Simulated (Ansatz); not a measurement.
**TiN in the rock salt structure (space group Fm-3m, No. 225)**

```xyz
2
Lattice="0.0000 2.1167 2.1167 2.1167 0.0000 2.1167 2.1167 2.1167 0.0000" Properties=species:S:1:pos:R:3 pbc="T T T"
N      0.0000     0.0000     0.0000
Ti     2.1167     2.1167     2.1167
```

The values are results of r2SCAN (Ansatz, an electronic-structure program, PAW, without spin-orbit coupling), earlier PAW set, not measurements. Settings: 19×19×19 k-points, 0.05 eV Fermi–Dirac smearing.

```yaml
volume_per_atom: 9.48 Å³
density: 5.42 g/cm³
band_gap: zero
total_energy: -1446.541 eV/atom (σ→0; compares only within this code and set-up)
```

No phonon test of stability was made. All final runs are without spin polarisation. An odd electron count without spin: TiN.
